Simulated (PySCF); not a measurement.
PySCF 2.14.0, PBE0/def2-svp: Cr(NH)(S)(OMe)(NH2) (C[O][Cr](=[NH])([NH2])=[S]), 12 atoms. The geometry is a generated start, not checked to be a minimum at this level.

```json
{
  "task": "energy and gradient",
  "method": "pbe0",
  "basis": "def2-svp",
  "mol.max_memory": "7000 MB",
  "mf.init_guess": "minao (default)",
  "mf.DIIS": "CDIIS (default)",
  "mf.diis_space": "8 (default)",
  "mf.conv_tol": "1e-09 (default)",
  "mf.grids.level": "3 (default)",
  "basis functions (reference run)": "135",
  "grid points (reference run)": "154640"
}
```

```xyz
12

Cr    -0.3159     0.7951    -0.0578
N     -1.3832     1.0884    -1.2615
H     -1.9420     1.2294    -2.0953
S      0.8604     2.4917     0.2012
O      0.7306    -0.5010    -0.2023
C      1.5043    -1.6013    -0.4535
H      1.4890    -1.8422    -1.5248
H      2.5422    -1.4055    -0.1462
H      1.1224    -2.4620     0.1117
N     -1.3250     0.7388     1.4728
H     -2.3039     0.4737     1.5583
H     -0.9790     0.9948     2.3974
```

The reference run uses exact four-centre integrals. One run each, on a shared machine, so no times are given.

Settings tried, all else as in the reference:
- density fitting of J alone, exact K
- density fitting, auxbasis = def2-universal-jfit
- density fitting
- density fitting, auxbasis = autoaux

### Question
Which settings reproduce the reference to 1.0 meV/atom in energy, 10 meV/Å in forces (largest component)?

### Answer
Within it: density fitting; density fitting, auxbasis = autoaux; density fitting of J alone, exact K. Outside: density fitting, auxbasis = def2-universal-jfit.

```csv
setting,energy against the reference,difference in forces (largest component)
density fitting,−0.044 meV/atom,0.43 meV/Å
"density fitting, auxbasis = autoaux",+0.100 meV/atom,0.66 meV/Å
"density fitting of J alone, exact K",−0.22 meV/atom,0.47 meV/Å
"density fitting, auxbasis = def2-universal-jfit",+2900 meV/atom,1100 meV/Å
```

Total energies are compared; such shifts often cancel in part in energy differences. def2-universal-jfit is made for Coulomb alone and misses functions that exchange needs. No test of the SCF solution's stability was run. Also tried and not ranked: density fitting, auxbasis = def2-universal-jkfit (same energy as a listed run); COSX exchange (sgx_fit, pjs) with fitted J, mf.with_df.grids_level_i = 1, mf.with_df.grids_level_f = 1 (gradient came out as NaN); COSX exchange (sgx_fit, pjs) with fitted J, mf.with_df.grids_level_i = 1, mf.with_df.grids_level_f = 2 (default) (gradient came out as NaN); COSX exchange (sgx_fit, pjs) with fitted J, mf.with_df.grids_level_i = 1, mf.with_df.grids_level_f = 3 (gradient came out as NaN); COSX exchange (sgx_fit, pjs) with fitted J, mf.with_df.grids_level_i = 1, mf.with_df.grids_level_f = 4 (gradient came out as NaN). The tolerance is a choice made for this comparison.
